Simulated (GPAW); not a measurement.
```yaml
crystal:
  lattice:
    - [4.25917, 0.00000, 0.00000]
    - [-2.12958, 3.68855, 0.00000]
    - [0.00000, 0.00000, 6.94804]
  atoms:
    - { symbol: Cd, position: [0.66667, 0.33333, 0.49995] }
    - { symbol: Cd, position: [0.33333, 0.66667, 0.99995] }
    - { symbol: Se, position: [0.66667, 0.33333, 0.87591] }
    - { symbol: Se, position: [0.33333, 0.66667, 0.37591] }
```

Method: PBE, GPAW PAW datasets PBE (gpaw-data 1.0.1) (plane waves; GPAW).

The set-up and first iterations of a GPAW log for CdSe (P6_3mc, 4 atoms in the cell):

```
Input parameters:
  convergence: {bands: -2,
                density: 1e-05,
                energy: 1e-05}
  kpts: {gamma: True,
         size: (7, 7, 4)}
  maxiter: 150
  mode: {ecut: 550,
         name: pw}
  nbands: -4
  occupations: {name: fermi-dirac,
                width: 0.0}
  symmetry: {symmorphic: False,
             tolerance: 0.0005}
  xc: PBE

species:
  Cd:
    name: Cadmium
    Z: 48.0
    valence: 12
    core: 36
    charge: 0.0
    file: Cd.PBE.gz

    # Using partial waves for Cd as LCAO basis

  Se:
    name: Selenium
    Z: 34.0
    valence: 6
    core: 28
    charge: 0.0
    file: Se.PBE.gz

    # Using partial waves for Se as LCAO basis

Reference energy: -436553.300934  # eV

Spin-paired calculation

Convergence criteria:
 Maximum [total energy] change in last 3 cyles: 1e-05 eV / valence electron
 Maximum integral of absolute [dens]ity change: 1e-05 electrons / valence electron
   [... lines left out ...]

Eigensolver

Densities:
  Coarse grid: 24*24*40 grid
  Fine grid: 48*48*80 grid
  Total Charge: 0.000000

Density mixing:
  Method: separate
  Backend: pulay
  Linear mixing parameter: 0.05
  old densities: 5
  Damping of long wavelength oscillations: 50

Hamiltonian:
  XC and Coulomb potentials evaluated on a 48*48*80 grid
  External potential:
    NoExternalPotential

XC parameters: PBE with 2 nearest neighbor stencil

Number of atoms: 4
Number of atomic orbitals: 26
Number of bands in calculation: 22
Number of valence electrons: 36
Bands to converge: 20

Density initialized from atomic densities
  22 bands from LCAO basis set

Atomic positions and initial magnetic moments

Positions:
   0 Cd     2.129586    1.229515    3.473674    ( 0.0000,  0.0000,  0.0000)
   1 Cd    -0.000002    2.459033    6.947696    ( 0.0000,  0.0000,  0.0000)
   2 Se     2.129586    1.229515    6.085860    ( 0.0000,  0.0000,  0.0000)
   3 Se    -0.000002    2.459033    2.611839    ( 0.0000,  0.0000,  0.0000)

Unit cell:
           periodic     x           y           z      points  spacing
  1. axis:    yes    4.259168    0.000000    0.000000    24     0.1537
  2. axis:    yes   -2.129584    3.688548    0.000000    24     0.1537
  3. axis:    yes    0.000000    0.000000    6.948043    40     0.1737

  Lengths:   4.259168   4.259168   6.948043
  Angles:   90.000000  90.000000 119.999998

Effective grid spacing dv^(1/3) = 0.1680
     iter     time        total  log10-change:
                         energy   eigst   dens
iter:   1 --:--:--   -11.941190   +0.03
iter:   2 --:--:--   -11.799158   -1.18  -1.18
iter:   3 --:--:--   -11.269746   -1.12  -1.21
iter:   4 --:--:--   -11.274498   -2.24  -1.62
iter:   5 --:--:--   -11.321947   -1.98  -1.67
iter:   6 --:--:--   -11.262010   -2.56  -2.14
iter:   7 --:--:--   -11.260375   -3.77  -2.68
iter:   8 --:--:--   -11.258195   -3.31  -2.79
iter:   9 --:--:--   -11.258338   -4.67  -3.29
iter:  10 --:--:--   -11.258068c  -4.07  -3.23
iter:  11 --:--:--   -11.257999c  -5.94  -3.46
iter:  12 --:--:--   -11.257983c  -5.07  -3.86
iter:  13 --:--:--   -11.257979c  -6.93  -4.02
iter:  14 --:--:--   -11.257979c  -7.49c -4.04
iter:  15 --:--:--   -11.257980c  -7.77c -4.07
iter:  16 --:--:--   -11.257977c  -7.52c -4.05
```

### Question
How does the run end?

### Answer
The run converged in 25 iterations. Its thresholds were met; that alone does not show that basis and mesh suffice. It ends on: free energy E − TS (from the program's reference atoms) -11.2580 eV; top of the valence band (on the code's own zero) 3.97 eV; gap on the k-point mesh 0.73 eV; pressure 4.43 GPa; largest force (vector length) 0.013 eV/Å. The log goes on:

```
iter:  17 --:--:--   -11.257972c  -6.81  -4.10
iter:  18 --:--:--   -11.257971c  -6.32  -4.13
iter:  19 --:--:--   -11.257971c  -7.79c -4.31
iter:  20 --:--:--   -11.257971c  -6.60  -4.32
iter:  21 --:--:--   -11.257971c  -7.41c -4.59
iter:  22 --:--:--   -11.257971c  -8.02c -4.84
iter:  23 --:--:--   -11.257971c  -7.29  -4.92
iter:  24 --:--:--   -11.257971c  -7.58c -4.89
iter:  25 --:--:--   -11.257971c  -9.69c -5.81c
Converged after 25 iterations.

Dipole moment: (0.000000, -0.000000, 3.893560) |e|*Ang

Energy contributions relative to reference atoms: (reference = -436553.300934)

Kinetic:        +45.396330
Potential:      -40.473072
External:        +0.000000
XC:             -16.277447
Entropy (-ST):   +0.000000
Local:           +0.096219
SIC:             +0.000000
--------------------------
Free energy:    -11.257971
Extrapolated:   -11.257971

Showing only first 2 kpts
 Kpt  Band  Eigenvalues  Occupancy
  0    16      3.96506    2.00000
  0    17      3.96508    2.00000
  0    18      4.69211    0.00000
  0    19      6.18927    0.00000

  1    16      3.83514    2.00000
  1    17      3.83516    2.00000
  1    18      5.74454    0.00000
  1    19      6.28607    0.00000

Fermi level: 4.32859

Gap: 0.727 eV
Transition (v -> c):
  (s=0, k=0, n=17, [0.00, 0.00, 0.00]) -> (s=0, k=0, n=18, [0.00, 0.00, 0.00])
No difference between direct/indirect transitions
Energy (eV): -11.257971

Forces in eV/Ang:
  0 Cd    0.00000   -0.00000    0.01213
  1 Cd    0.00000    0.00000    0.01213
  2 Se    0.00000    0.00000   -0.01274
  3 Se    0.00000   -0.00000   -0.01274

Stress tensor:
    -0.027643     0.000000     0.000000
    -0.000000    -0.027643     0.000000
     0.000000     0.000000    -0.027706
Stress (GPa, Voigt): [-4.429 -4.429 -4.439  0.     0.     0.   ]
```

For comparison: a first run was changed to give this one (lattice scaled by 0.98), and from it to this one the free energy goes up by 28.5 meV/atom, the pressure goes from 0.96 to 4.43 GPa, the largest force goes from 0.005 to 0.013 eV/Å and the gap on the mesh goes from 0.595 to 0.727 eV.

The starting cell comes from a database of computed structures (which also holds hypothetical and non-ambient phases and stackings), without a prior relaxation at this level. For this run, on top of that: lattice scaled by 0.98. With a pressure of about 4 GPa the cell is away from its equilibrium volume at this level.

The run was DFT PBE, plane waves, GPAW PAW datasets PBE (gpaw-data 1.0.1). Main settings of its input:

| key | value |
|---|---|
| mode | pw |
| ecut | 550 eV |
| xc | PBE |
| kpts | 7 7 4 |
| mesh shift (steps) | 0 0 0 |
| occupations.name | fermi-dirac |
| occupations.width | 0 eV |
| nbands | -4 |
| convergence.density | 1e-05 e/electron |
| convergence.energy | 1e-05 eV/electron |
| convergence.bands | -2 |
| symmetry.symmorphic | false |
